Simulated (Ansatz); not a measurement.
The reference is ZnS in the wurtzite structure (space group P6_3mc, No. 186; a = 3.807 Å, c = 6.246 Å). Axes: x lies along a and z along c of the hexagonal cell.

Method: r2SCAN, PAW, 500 eV (Ansatz, a first-principles code; without spin-orbit coupling), earlier PAW set.

Strains are applied to the cell and any free atomic positions relax; under biaxial strain the out-of-plane vector relaxes too; under stress the whole cell relaxes.

One change was made to it. Results:

```json
[
 {"quantity": "band gap", "base": "2.77 eV", "after": "2.52 eV"},
 {"quantity": "valence-band top at Γ (three highest levels, from the VBM)", "base": "0.00, 0.00, -0.08 eV", "after": "0.00, -0.06, -0.16 eV"}
]
```

**Question.** Which change produced these results?
A. tensor shear ε_xy = +3.10 %
B. biaxial strain −2.15 %, plane normal [001], relaxed out of plane
C. uniaxial strain ε_xx = +4.55 %
D. uniaxial stress, 5 GPa tension along x
E. biaxial strain +0.59 %, plane normal [001], relaxed out of plane

**Answer.** C, uniaxial strain ε_xx = +4.55 %. For comparison, the valence-band top at Γ in the other runs: uniaxial stress, 5 GPa tension along x gives 0.00, -0.09, -0.27 eV; biaxial strain +0.59 %, plane normal [001], relaxed out of plane gives 0.00, 0.00, -0.04 eV; tensor shear ε_xy = +3.10 % gives 0.00, -0.22, -0.27 eV; biaxial strain −2.15 %, plane normal [001], relaxed out of plane gives 0.00, 0.00, -0.29 eV.

Beyond what the load breaks, stability against distortions was not tested.
